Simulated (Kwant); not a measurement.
Kwant, one-band effective-mass tight-binding model in one dimension, coherent, no space charge.

System: GaN/Al0.2Ga0.8N stack with 2 barriers. One parabolic valley. Leads of mass 0.2 mₑ with the band edge at 0; grid 0.1 nm; bias 0.1 V, dropping linearly over the stack.

| layer | thickness (nm) | band offset (eV) | mass (mₑ) |
|---|---|---|---|
| 1 | 1.1 | 0.35 | 0.22 |
| 2 | 4.6 | 0 | 0.2 |
| 3 | 1.1 | 0.35 | 0.22 |

The device is made up for the run: typed textbook-type constants, with dimensions and the other settings drawn at random.

Sweep values stay those of the base run.

One input was changed, with this effect: transmission at E = 0.3367 eV 0.54 → 0.22; mean transmission over the sweep 0.35 → 0.28; transmission at E = 0.4484 eV 0.55 → 0.51; transmission at E = 0.2251 eV 0.12 → 0.80.

Problem. Which change was it?
A) width of the first well 4.6 → 3.7 nm
B) mass in the first barrier 0.22 → 0.18 mₑ
C) width of the first well 4.6 → 2.8 nm

Solution. A, width of the first well 4.6 → 3.7 nm
